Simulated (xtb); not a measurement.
xtb 6.7.1, GFN2-xTB: Fe(OMe)(fmdH)(OH2)2 (C[O][Fe]1(<-[OH2])(<-[OH2])[NH]C=[NH]->1), charge 0, multiplicity 5, 18 atoms. The geometry is a generated start, not checked to be a minimum at this level.

| Quantity | Result |
|---|---|
| run flags | --grad |
| method | GFN2-xTB |
| --acc | 1 (default) |
| --etemp (K) | 300 (default) |
| basis functions | 48 |
| valence electrons | 54 |

```xyz
18

Fe    -0.4459     0.1859    -0.1550
O      0.5807    -0.1059    -1.7265
C      1.3545    -0.3740    -2.8175
H      1.5665    -1.4534    -2.8992
H      0.8530    -0.0585    -3.7475
H      2.3207     0.1538    -2.7594
C      0.7108    -0.2039     2.2231
N      0.5547     1.0390     1.8355
N     -0.0727    -1.1295     1.7222
H      1.4691    -0.4639     2.9820
H      1.2379     1.6690     2.2416
H      0.1424    -2.0587     2.0660
O     -2.3920    -1.2465    -0.1668
H     -2.1558    -1.5737     0.7099
H     -2.1591    -1.9360    -0.7961
O     -1.4960     2.3249     0.3028
H     -1.0234     3.0107    -0.1745
H     -1.0454     2.2208     1.1595
```

Charge 0 and multiplicity 5 are set for this test and not shown to be the ground state. GFN-xTB has no spin term: --uhf 4 sets the occupations alone.

One run each on 1 thread. Values of broydamp tried: 0.02, 0.05, 0.1, 0.2, 0.4 (default), 0.6, 0.8, 1.

**Question.** Predict the course of the SCC iterations along this series.

**Answer.** Fewest SCC iterations, within one of each other: 0.1 with 16, 0.2 with 15, 0.4 (default) with 15, 0.6 with 15, 0.8 with 15. The count rises to 27 at 0.02. All converge to one solution.

```tsv
broydamp	SCC iterations	end
0.02	27	same solution
0.05	20	same solution
0.1	16	same solution
0.2	15	same solution
0.4 (default)	15	same solution
0.6	15	same solution
0.8	15	same solution
1	17	same solution
```
